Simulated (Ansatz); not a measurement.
Base system: ZnCu2SnS4 (space group I-4, No. 82; a = 5.468 Å, c = 10.935 Å). Axes: x, y, z lie along a, b, c of the conventional cell.

The values are results of Ansatz (a program for electronic structure) PBE, no SOC, not measurements.

Base values:

- Shortest interatomic distance: 2.317 Å
- Pressure: 0.0 GPa

Modification: uniaxial strain ε_zz = +3.00 %, all other strain components held at zero, atoms relaxed at fixed cell.

Question: What happens to the shortest interatomic distance and pressure?

Answer: The shortest interatomic distance rises by 0.025 Å to 2.342 Å; the pressure (mean of the normal stresses, compression positive) goes from zero to -1.9 GPa.

The mesh was chosen for an insulator and is coarse for the gapless case. Whether these cells are dynamically stable was not tested. All final runs are without spin polarisation. Gaps under 0.05 eV, about the width of the smearing, are given as zero.
